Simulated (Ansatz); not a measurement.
Y2Hf2O7 (Fd-3m, No. 227, 22 atoms in the cell; start mp-561442)

All values below come from PBEsol in Ansatz (plane waves, PAW).

Settings: plane-wave cutoff 520 eV, 6×6×6 k mesh, Fermi–Dirac smearing 0.01 eV, scalar-relativistic PAW data made under PBE.

Cell (relaxed with PBEsol):

```cif
data_Hf4O14Y4
_chemical_formula_sum 'Y4 Hf4 O14'
_space_group_name_H-M_alt 'P 1'
_space_group_IT_number 1
_cell_length_a 7.35844
_cell_length_b 7.35844
_cell_length_c 7.35844
_cell_angle_alpha 60.000
_cell_angle_beta 60.000
_cell_angle_gamma 60.000
loop_
_space_group_symop_operation_xyz
  'x, y, z'
loop_
_atom_site_label
_atom_site_type_symbol
_atom_site_fract_x
_atom_site_fract_y
_atom_site_fract_z
_atom_site_occupancy
Y1 Y 0.12500 0.12500 0.12500 1
Y2 Y 0.62500 0.12500 0.12500 1
Y3 Y 0.12500 0.12500 0.62500 1
Y4 Y 0.12500 0.62500 0.12500 1
Hf1 Hf 0.62500 0.12500 0.62500 1
Hf2 Hf 0.62500 0.62500 0.62500 1
Hf3 Hf 0.12500 0.62500 0.62500 1
Hf4 Hf 0.62500 0.62500 0.12500 1
O1 O 0.96455 0.53545 0.53545 1
O2 O 0.28545 0.71455 0.28545 1
O3 O 0.53545 0.96455 0.96455 1
O4 O 0.71455 0.28545 0.71455 1
O5 O 0.53545 0.96455 0.53545 1
O6 O 0.28545 0.28545 0.71455 1
O7 O 0.96455 0.53545 0.96455 1
O8 O 0.71455 0.71455 0.28545 1
O9 O 0.53545 0.53545 0.96455 1
O10 O 0.71455 0.28545 0.28545 1
O11 O 0.96455 0.96455 0.53545 1
O12 O 0.28545 0.71455 0.71455 1
O13 O 0.00000 0.00000 0.00000 1
O14 O 0.25000 0.25000 0.25000 1
```

| Item | Value |
|---|---|
| band gap | 3.02 eV |

Spin–orbit coupling is not included.

The computed numbers hold no vibrational or temperature effects.

It cost around 4 core-minutes (rough) of CPU time.

A start named mp-… is a Materials Project structure, which need not be a measured phase.

Ansatz is a first-principles code.
